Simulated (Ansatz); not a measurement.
```yaml
crystal:
  lattice:
    - [3.22991, 0.00000, 0.00000]
    - [-1.61495, 2.79718, 0.00000]
    - [0.00000, 0.00000, 5.21468]
  atoms:
    - { symbol: Zn, position: [0.33333, 0.66667, 0.99805] }
    - { symbol: Zn, position: [0.66667, 0.33333, 0.49805] }
    - { symbol: O, position: [0.33333, 0.66667, 0.37695] }
    - { symbol: O, position: [0.66667, 0.33333, 0.87695] }
```

The numbers are results of r2SCAN with spin-orbit coupling, rigid bands (plane waves, PAW; Ansatz, an electronic-structure program), not measurements. How the cell was made: cell and atoms relaxed with PBEsol.

Task: What conductivity effective mass do dilute holes have at 300 K?

Result: 1.81 (x), 1.81 (y), 2.8 (z) mₑ.

Task: What conductivity effective mass do dilute electrons have at 300 K?

Result: 0.21 mₑ.

Task: And the band gap?

Result: 1.22 eV at this level; semilocal functionals usually fall short of the measured gap.

Rigid bands, one relaxation time for all states, no polarons. Geometry: cell and atoms relaxed with PBEsol.
